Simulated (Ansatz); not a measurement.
The starting structures come from a database of crystals and need not be the phases stable at ambient conditions.

Here is the system:

```
HfO2
1.0
    5.20238     0.00000     0.00000
    0.00000     9.97217     0.00000
    0.00000     0.00000     5.03775
Hf O
8 16
Direct
  0.53510   0.11542   0.75441
  0.46490   0.88458   0.24559
  0.03510   0.88458   0.74559
  0.96490   0.11542   0.25441
  0.46490   0.38458   0.25441
  0.53510   0.61542   0.74559
  0.96490   0.61542   0.24559
  0.03510   0.38458   0.75441
  0.73867   0.47714   0.99756
  0.26133   0.52286   0.00244
  0.23867   0.52286   0.50244
  0.76133   0.47714   0.49756
  0.26133   0.02286   0.49756
  0.73867   0.97714   0.50244
  0.76133   0.97714   0.00244
  0.23867   0.02286   0.99756
  0.37351   0.28946   0.62580
  0.62649   0.71054   0.37420
  0.87351   0.71054   0.87420
  0.12649   0.28946   0.12580
  0.62649   0.21054   0.12580
  0.37351   0.78946   0.87420
  0.12649   0.78946   0.37420
  0.87351   0.21054   0.62580
```

The cell is taken as given; by r2SCAN it stands under a pressure of 4.0 GPa.

Transport runs along the normal of the first two printed cell vectors.

No gap correction and no spin-orbit coupling; mid-gap is the computed energy nearest the middle.

Q: Give the band gap and the smallest decay constant κ at mid-gap that r2SCAN (Ansatz, a first-principles code) yields.

A: Gap 4.87 eV on a 6×4×6 mesh; κ = 0.420 1/Å, at the zone centre.
